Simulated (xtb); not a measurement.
xtb 6.7.1, GFN2-xTB: CN(C)[SiH2]c1ccc([Si](C)(C)O)cc1, 33 atoms. The geometry is a generated start, not checked to be a minimum at this level.

| Quantity | Result |
|---|---|
| method | GFN2-xTB |
| --acc | 1 (default) |
| --etemp (K) | 300 (default) |
| detailed input (--input) | none: ANC optimiser, Lindh (1995) Hessian, microcycle=20, maxdispl=1.0, hlow=0.01 (default) |
| basis functions | 87 |
| valence electrons | 78 |

The structure is relaxed from this start with --opt LEVEL for the levels crude, sloppy, loose, lax, normal, tight, vtight, extreme, once each. Up to the end of the extreme run atoms move by at most 0.71 Å along an axis.

Task: Choose the cheapest level whose final energy lies within 1 meV of that of extreme.

Result: tight: 52 cycles against 68, ending 0.18 meV above.

| level | cycles | energy above the extreme run (meV) | gradient norm (eV/Å) |
|---|---|---|---|
| crude | 1 | 13 | 0.12 |
| sloppy | 1 | 13 | 0.12 |
| loose | 1 | 13 | 0.12 |
| lax | 1 | 13 | 0.12 |
| normal | 13 | 7.0 | 0.013 |
| tight | 52 | 0.18 | 0.0070 |
| vtight | 68 | under 0.01 | 0.0023 |
| extreme | 68 | — | 0.0023 |
